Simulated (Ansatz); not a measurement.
Start from AlN in the wurtzite structure (space group P6_3mc, No. 186; a = 3.089 Å, c = 4.943 Å). Axes: x lies along a and z along c of the hexagonal cell.

Level of theory: DFT with LDA, PAW potentials and a 420 eV plane-wave cutoff in Ansatz (a program for electronic structure), without spin-orbit coupling.

Base values:

* **Band gap**: 4.42 eV
* **Valence-band top at Γ**: 0.00, -0.23, -0.23 eV
* **Electron mass**: 0.32 mₑ (at Γ)

Perturbation: uniaxial strain ε_xx = +3.00 %, all other strain components held at zero, atoms relaxed at fixed cell.

Problem. How does this affect the band gap, energy relative to the base, valence-band top at Γ, electron mass and stress?

Solution. The band gap drops by 0.35 eV to 4.07 eV; the energy grows by 11 meV/atom; the valence-band top at Γ (three highest levels, from the VBM) changes from 0.00, -0.23, -0.23 eV to 0.00, -0.24, -0.42 eV; the electron mass becomes 0.30 mₑ along x, 0.31 mₑ along y, 0.30 mₑ along z (at Γ) (base: 0.32 mₑ (at Γ)); the stress (xx, yy, zz, yz, xz, xy; compression positive) amounts to (-11.10, -4.05, -3.20, 0.00, 0.00, 0.00) GPa.

Masses are band curvatures over ±0.01 Å⁻¹ around the edge. Whether these cells are dynamically stable was not tested.
